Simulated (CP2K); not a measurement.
**A self-consistent single point of LiVO3 (C2/m, 10 atoms in the cell) with CP2K**

Method of the run: LDA (Pade form), GPW, DZVP-MOLOPT-SR-GTH basis, GTH-PADE potentials (GTH_POTENTIALS) in CP2K.

Input as run:

```
&GLOBAL
  PROJECT bulk
  RUN_TYPE ENERGY_FORCE
  PRINT_LEVEL MEDIUM
&END GLOBAL
&FORCE_EVAL
  METHOD Quickstep
  STRESS_TENSOR ANALYTICAL
  &DFT
    BASIS_SET_FILE_NAME BASIS_MOLOPT
    POTENTIAL_FILE_NAME GTH_POTENTIALS
    &QS
      METHOD GPW
      EPS_DEFAULT 1E-10
    &END QS
    &MGRID
      CUTOFF 600
      REL_CUTOFF 40
      NGRIDS 5
    &END MGRID
    &SCF
      SCF_GUESS ATOMIC
      EPS_SCF 1E-6
      MAX_SCF 100
      ADDED_MOS 12
      &DIAGONALIZATION
        ALGORITHM STANDARD
      &END DIAGONALIZATION
      &MIXING
        METHOD BROYDEN_MIXING
        ALPHA 0.3
        NBUFFER 12
        BETA 1
      &END MIXING
    &END SCF
    &KPOINTS
      SCHEME MONKHORST-PACK 5 5 3
    &END KPOINTS
    &XC
      &XC_FUNCTIONAL PADE
      &END XC_FUNCTIONAL
    &END XC
    &PRINT
      &MO
        EIGENVALUES T
        OCCUPATION_NUMBERS T
        NDIGITS 8
        FILENAME mo
        &EACH
          QS_SCF 0
        &END EACH
        ADD_LAST NUMERIC
      &END MO
      &MULLIKEN ON
      &END MULLIKEN
    &END PRINT
  &END DFT
  &SUBSYS
    &CELL
      ABC 6.54529800 6.54529792 6.02204227
      ALPHA_BETA_GAMMA 103.68372083 103.68372146 25.31000691
      PERIODIC XYZ
    &END CELL
    &COORD
      SCALED
      Li       0.00000000     0.00000000     0.50000000
      Li       0.00000000     0.00000000     0.00000000
      V        0.33634000     0.33634000     0.19091000
      V        0.66366000     0.66366000     0.80909000
      O        0.82759000     0.82759000     0.37592000
      O        0.17241000     0.17241000     0.62408000
      O        0.17569000     0.17569000     0.04361000
      O        0.82431000     0.82431000     0.95639000
      O        0.52538000     0.52538000     0.76376000
      O        0.47462000     0.47462000     0.23624000
    &END COORD
    &KIND Li
      BASIS_SET DZVP-MOLOPT-SR-GTH-q3
      POTENTIAL GTH-PADE-q3
    &END KIND
    &KIND V
      BASIS_SET DZVP-MOLOPT-SR-GTH-q13
      POTENTIAL GTH-PADE-q13
    &END KIND
    &KIND O
      BASIS_SET DZVP-MOLOPT-SR-GTH-q6
      POTENTIAL GTH-PADE-q6
    &END KIND
  &END SUBSYS
  &PRINT
    &FORCES ON
    &END FORCES
    &STRESS_TENSOR ON
    &END STRESS_TENSOR
  &END PRINT
&END FORCE_EVAL
```

Output (repeated stretches shortened):

```
 GLOBAL| Method name                                                        CP2K
 GLOBAL| Project name                                                       bulk
 GLOBAL| Run type                                                   ENERGY_FORCE

 CELL| Volume [angstrom^3]:                                           107.003912
 CELL| Vector a [angstrom]:       6.545     0.000     0.000   |a| =     6.545298
 CELL| Vector b [angstrom]:       5.917     2.798     0.000   |b| =     6.545298
 CELL| Vector c [angstrom]:      -1.425    -0.320     5.842   |c| =     6.022042
 CELL| Angle (b,c), alpha [degree]:                                   103.683721
 CELL| Angle (a,c), beta  [degree]:                                   103.683721
 CELL| Angle (a,b), gamma [degree]:                                    25.310007
 CELL| Numerically orthorhombic:                                              NO
 CELL| Periodicity                                                           XYZ

 DFT| Spin restricted Kohn-Sham (RKS) calculation                            RKS
 DFT| Multiplicity                                                             1
 DFT| Number of spin states                                                    1
 DFT| Charge                                                                   0
 DFT| XC density smoothing                                                  NONE
 DFT| XC derivatives                                                          PW

 QS| Method:                                                                 GPW
 QS| Density plane wave grid type                        NON-SPHERICAL FULLSPACE
 QS| Number of grid levels:                                                    5
 QS| Density cutoff [a.u.]:                                                300.0
 QS| Multi grid cutoff [a.u.]: 1) grid level                               300.0
   [... lines left out ...]
 BRILLOUIN| Wavefunction type                                            COMPLEX
 BRILLOUIN| List of Kpoints [2 Pi/Bohr]                                       38
 BRILLOUIN| Number           Weight            X              Y              Z
 BRILLOUIN|     1           0.02667       -0.40000       -0.40000       -0.33333
 BRILLOUIN|     2           0.02667       -0.40000       -0.40000        0.00000
 BRILLOUIN|     3           0.02667       -0.40000       -0.40000        0.33333
   [... 35 lines left out ...]
 *******************************************************************************

 Extrapolation method: initial_guess

 Re-scaling the density matrix to get the right number of electrons
                  # Electrons              Trace(P)               Scaling factor
                           68                68.000                        1.000

 Number of electrons:                                                         68
 Number of occupied orbitals:                                                 34
 Number of molecular orbitals:                                                46

 Number of orbital functions:                                                142
 Number of independent orbital functions:                                    142
 SCF WAVEFUNCTION OPTIMIZATION

  Step     Update method      Time    Convergence         Total energy    Change
     1 NoMix/Diag. 0.30E+00      -     2.07098325      -255.0191730546 -2.55E+02
     2 Broy./Diag. 0.30E+00      -     0.40349893      -253.5302027367  1.49E+00
     3 Broy./Diag. 0.30E+00      -     0.07509428      -253.7328674447 -2.03E-01
     4 Broy./Diag. 0.30E+00      -     0.03437188      -254.2256329613 -4.93E-01
     5 Broy./Diag. 0.30E+00      -     0.04705488      -254.0579433130  1.68E-01
     6 Broy./Diag. 0.30E+00      -     0.01867152      -254.5679821469 -5.10E-01
     7 Broy./Diag. 0.30E+00      -     0.00417761      -254.3323888979  2.36E-01
   [... 6 lines left out ...]
    14 Broy./Diag. 0.30E+00      -     0.00002211      -254.3276474256 -1.65E-03
    15 Broy./Diag. 0.30E+00      -     0.00002877      -254.3273112183  3.36E-04
    16 Broy./Diag. 0.30E+00      -     0.00000330      -254.3269373388  3.74E-04
    17 Broy./Diag. 0.30E+00      -     0.00000434      -254.3269583795 -2.10E-05
    18 Broy./Diag. 0.30E+00      -     0.00000093      -254.3269618936 -3.51E-06
  *** SCF run converged in    18 steps ***

  Electronic density on regular grids:        -67.9999999898        0.0000000102
  Core density on regular grids:               67.9999999972       -0.0000000028
  Total charge density on r-space grids:        0.0000000074
  Total charge density g-space grids:           0.0000000074

  Overlap energy of the core charge distribution:               0.00000000002337
  Self energy of the core charge distribution:               -513.02736038440310
  Core Hamiltonian energy:                                    136.53337681212702
  Hartree energy:                                             163.13429337468480
  Exchange-correlation energy:                                -40.96727169598284

  Total energy:                                              -254.32696189355070

                     Mulliken Population Analysis

 #  Atom  Element  Kind  Atomic population                           Net charge
       1     Li       1          2.400571                              0.599429
       2     Li       1          2.349043                              0.650957
       3     V        2         12.420414                              0.579586
       4     V        2         12.420414                              0.579586
       5     O        3          6.317961                             -0.317961
       6     O        3          6.317961                             -0.317961
       7     O        3          6.410107                             -0.410107
       8     O        3          6.410106                             -0.410106
       9     O        3          6.476712                             -0.476712
      10     O        3          6.476712                             -0.476712
 # Total charge                             68.000000                 -0.000000

 ENERGY| Total FORCE_EVAL ( QS ) energy [hartree]           -254.326954666290305

 FORCES| Atomic forces [hartree/bohr]
 FORCES|   Atom     x               y               z               |f|
 FORCES|      1 -2.48005606E-10 -1.53720669E-10  1.20681759E-10   3.15754512E-10
 FORCES|      2 -3.68929998E-10  5.89536620E-11 -5.61051967E-10   6.74065418E-10
 FORCES|      3  3.47480444E-03  7.80217978E-04  8.45372231E-03   9.17324517E-03
 FORCES|      4 -3.47480374E-03 -7.80217940E-04 -8.45372035E-03   9.17324310E-03
 FORCES|      5  4.03313820E-03  9.05590598E-04 -1.67624306E-02   1.72645700E-02
 FORCES|      6 -4.03313837E-03 -9.05590620E-04  1.67624306E-02   1.72645700E-02
 FORCES|      7  6.52395346E-03  1.46482421E-03 -7.97774866E-03   1.04092340E-02
 FORCES|      8 -6.52395407E-03 -1.46482434E-03  7.97774678E-03   1.04092330E-02
 FORCES|      9  1.49244531E-02  3.35107022E-03  3.42589444E-03   1.56750032E-02
 FORCES|     10 -1.49244524E-02 -3.35107001E-03 -3.42589411E-03   1.56750024E-02
 FORCES| Sum    -3.10034290E-12 -7.41261653E-13 -8.60776728E-13
 FORCES| Total atomic force                                       3.30189817E-12

 STRESS| Analytical stress tensor [bar]
 STRESS|                        x                   y                   z
 STRESS|      x       -9.84025453317E+04   4.46056301073E+03  -4.94115688279E+03
 STRESS|      y        4.46056301073E+03  -1.17266656210E+05  -1.10952035855E+03
 STRESS|      z       -4.94115688279E+03  -1.10952035855E+03  -8.45279571494E+04
 STRESS| 1/3 Trace                                            -1.00065719564E+05
```

The run converged in 18 iterations.

The starting cell comes from a database of computed structures (which also holds hypothetical and non-ambient phases and stackings), without a prior relaxation at this level. Its lattice was rescaled by a random factor within 2.5 % of one. Values carry the incompleteness of an atom-centred basis. With a pressure of about -10 GPa the cell is away from its equilibrium volume at this level.

Cost on one core of a shared machine: roughly 4 min.
